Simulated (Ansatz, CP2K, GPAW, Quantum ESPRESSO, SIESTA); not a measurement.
the (001) slab of Na (cut from a parent of space group no. 229; 6 atoms in the cell) computed with different codes at matched settings

Self-consistent single point.

```
Na
1.0
    4.14872     0.00000     0.00000
    0.00000     4.14872     0.00000
    0.00000     0.00000    26.52010
Na
6
Direct
  0.00000   0.00000   0.38099
  0.50000   0.50000   0.30166
  0.00000   0.00000   0.53967
  0.50000   0.50000   0.46033
  0.00000   0.00000   0.69834
  0.50000   0.50000   0.61901
```

Shared settings, as Ansatz (a quantum-chemistry and plane-wave program) writes them: kpoints.mp_grid.grid = 5 5 1; scf.occupations.method = gaussian; scf.occupations.width = 0.272 eV. Potentials and cutoffs stand in the table.

| code | model | largest force (eV/Å) | cutoff |
|---|---|---|---|
| CP2K | LDA (Pade form), GPW, DZVP-MOLOPT-SR-GTH basis, GTH-PADE potentials (GTH_POTENTIALS) | 0.110 | grid 950 Ry |
| Ansatz | LDA (PW92), PAW files made with PBE | 0.037 | default |
| GPAW | LDA (Perdew-Wang 92), GPAW PAW datasets LDA (gpaw-data 1.0.1) | 0.037 | 850 eV |
| Quantum ESPRESSO | LDA (PZ), GBRV 1.5 ultrasoft (LDA) pseudopotentials | 0.038 | 40 Ry |
| SIESTA | LDA PW92, numerical atomic orbitals TZP, PseudoDojo LDA standard norm-conserving potentials (rewritten from UPF to PSML) | 0.042 | grid 350 Ry |

Size of the force on each atom (eV/Å): Sizes of forces hide their directions.

```json
[
 {"code": "CP2K", "Na1": "0.000", "Na2": "0.109", "Na3": "0.087", "Na4": "0.087", "Na5": "0.110", "Na6": "0.000"},
 {"code": "Ansatz", "Na1": "0.004", "Na2": "0.015", "Na3": "0.037", "Na4": "0.037", "Na5": "0.015", "Na6": "0.004"},
 {"code": "GPAW", "Na1": "0.004", "Na2": "0.014", "Na3": "0.037", "Na4": "0.037", "Na5": "0.014", "Na6": "0.004"},
 {"code": "Quantum ESPRESSO", "Na1": "0.004", "Na2": "0.016", "Na3": "0.038", "Na4": "0.038", "Na5": "0.016", "Na6": "0.004"},
 {"code": "SIESTA", "Na1": "0.005", "Na2": "0.008", "Na3": "0.042", "Na4": "0.042", "Na5": "0.008", "Na6": "0.005"}
]
```

The spread over the programs that give each value: largest force within 0.073 eV/Å.

CP2K and SIESTA use small atom-centred bases, whose incompleteness enters pressures, forces and empty levels differently from a plane-wave cutoff. The same LDA comes in different parametrisations, which differ slightly. In the force vectors, CP2K (by 0.124) lies more than 0.08 eV/Å from the median of the plane-wave programs.

The starting cell comes from a database of computed structures (which also holds hypothetical and non-ambient phases and stackings), without a prior relaxation at this level. The slab is cut from that crystal, and its faces are unrelaxed. Its lattice was rescaled in the plane by a random factor within 2.5 % of one.

Keys are those of Ansatz 0.2.
